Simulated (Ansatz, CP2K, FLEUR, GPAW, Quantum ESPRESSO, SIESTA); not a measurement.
## SrC₂ (C2/c, 6 atoms in the cell) computed with different codes at matched settings

Self-consistent single point.

```yaml
crystal:
  lattice:
    - [3.52913, -2.21584, 0.00000]
    - [3.52913, 2.21584, 0.00000]
    - [-2.38547, 0.00000, 7.41439]
  atoms:
    - { symbol: Sr, position: [0.17883, 0.82117, 0.75000] }
    - { symbol: Sr, position: [0.82117, 0.17883, 0.25000] }
    - { symbol: C, position: [0.42227, 0.12839, 0.55761] }
    - { symbol: C, position: [0.57773, 0.87161, 0.44239] }
    - { symbol: C, position: [0.87161, 0.57773, 0.94239] }
    - { symbol: C, position: [0.12839, 0.42227, 0.05761] }
```

All programs got the same cell, k-point mesh and kind of occupations (some realise fixed ones as a very narrow smearing) (in Ansatz's words: kpoints.mp_grid.grid = 6 6 3; scf.occupations.method = fixed); potentials, basis and cutoffs are each program's usual ones.

```json
[
 {"code": "FLEUR", "model": "LDA (Perdew-Zunger), all-electron FLAPW (FLEUR), scalar-relativistic valence", "pressure (GPa)": "–", "largest force (eV/Å)": "0.276", "gap on the mesh (eV)": "2.068", "k-points": "34", "cutoff": "Kmax 4.7 1/bohr"},
 {"code": "Ansatz", "model": "LDA (PW92), PAW files made with PBE", "pressure (GPa)": "-3.74", "largest force (eV/Å)": "0.050", "gap on the mesh (eV)": "2.092", "k-points": "34", "cutoff": "default"},
 {"code": "Quantum ESPRESSO", "model": "LDA (PZ), GBRV 1.5 ultrasoft (LDA) pseudopotentials", "pressure (GPa)": "-3.51", "largest force (eV/Å)": "0.196", "gap on the mesh (eV)": "2.100", "k-points": "34", "cutoff": "40 Ry"},
 {"code": "GPAW", "model": "LDA (Perdew-Wang 92), GPAW PAW datasets LDA (gpaw-data 1.0.1)", "pressure (GPa)": "–", "largest force (eV/Å)": "0.077", "gap on the mesh (eV)": "2.103", "k-points": "34", "cutoff": "950 eV"},
 {"code": "CP2K", "model": "LDA (Pade form), GPW, DZVP-MOLOPT-SR-GTH basis, GTH-PADE potentials (GTH_POTENTIALS)", "pressure (GPa)": "-4.27", "largest force (eV/Å)": "0.163", "gap on the mesh (eV)": "2.041", "k-points": "56", "cutoff": "grid 500 Ry"},
 {"code": "SIESTA", "model": "LDA PW92, numerical atomic orbitals DZP, PseudoDojo LDA standard norm-conserving potentials (rewritten from UPF to PSML)", "pressure (GPa)": "0.64", "largest force (eV/Å)": "2.160", "gap on the mesh (eV)": "3.089", "k-points": "60", "cutoff": "grid 400 Ry"}
]
```

Size of the force on each atom (eV/Å): Sizes of forces hide their directions.

```csv
code,Sr1,Sr2,C3,C4,C5,C6
FLEUR,0.016,0.016,0.276,0.276,0.276,0.276
Ansatz,0.021,0.021,0.050,0.050,0.050,0.050
Quantum ESPRESSO,0.026,0.026,0.196,0.196,0.196,0.196
GPAW,0.012,0.012,0.077,0.077,0.077,0.077
CP2K,0.110,0.110,0.163,0.163,0.163,0.163
SIESTA,0.162,0.162,2.160,2.160,2.160,2.160
```

A dash marks a value that a program does not give, or that is left out as unsure.

Gaps are read on the mesh.

The spread over the programs that give each value: pressure within 4.91 GPa; largest force within 2.110 eV/Å; gap on the mesh within 1.048 eV.

The starting cell comes from a database of computed structures (which also holds hypothetical and non-ambient phases and stackings), without a prior relaxation at this level. On Ansatz's run: In the base run, with a pressure of about -4 GPa the cell is away from its equilibrium volume at this level.

**Question.** Why do the programs differ, and what cannot be compared?

**Answer.** Differences of this kind can come from the potentials, where these differ, and from what each basis and cutoff leave unconverged. The zero of total energies and Fermi levels follows the potentials and each program's conventions, so they are not compared here. CP2K and SIESTA use small atom-centred bases, whose incompleteness enters pressures, forces and empty levels differently from a plane-wave cutoff. FLEUR treats all electrons, but the usual bases taken here (sphere radii, linearisation, local orbitals, empty states) were not tested for convergence, so the values are no reference for the others. Ansatz's pressure is given at a fixed set of plane waves, as the other plane-wave codes print theirs; with its correction for the finite basis it is -3.60 GPa. The pressure of GPAW is left out: its cutoff lies under the one at which its stress was checked. The same LDA comes in different parametrisations, which differ slightly. The programs reduce the same mesh by symmetry to different extents, which changes the work and not the result. In the pressure, SIESTA (by 4.26) lies more than 1 GPa from the median of the plane-wave programs. In the gap, SIESTA (by 0.989) lies more than 0.12 eV from the median of the plane-wave programs. In the force vectors, FLEUR (by 0.209), Quantum ESPRESSO (by 0.127), CP2K (by 0.105) and SIESTA (by 2.099) lie more than 0.08 eV/Å from the median of the plane-wave programs.

Left out of this page: ABINIT (with a known weakness of the program).

Ansatz is a quantum-chemistry and plane-wave program.

Keys are those of Ansatz 0.2.
